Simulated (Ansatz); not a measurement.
## ZnSiP2, pressure series

Take ZnSiP$_{2}$ in the chalcopyrite structure (space group I-42d, No. 122; a = 5.378 Å, c = 10.466 Å) as the base.

Cell and atoms are relaxed at each pressure.

All numbers come from Kohn–Sham DFT with the r2SCAN functional, run in Ansatz (a program for electronic structure) with PAW and 500 eV plane waves, no SOC.

Candidates:
(a) pressure 45 GPa
(b) pressure 18 GPa
(c) pressure 4.2 GPa
(d) pressure −2 GPa
(e) pressure −1 GPa

Base values:

The band gap comes out as 1.55 eV.

Question: Order them by band gap, highest first.

Answer: (d) pressure −2 GPa (1.60 eV), (e) pressure −1 GPa (1.58 eV), (c) pressure 4.2 GPa (1.46 eV), (b) pressure 18 GPa (1.19 eV), (a) pressure 45 GPa (0.78 eV)

Load acts through the strain it causes; cell and atoms are relaxed under it. No phonon test of stability was made. No other phases were tried under pressure.
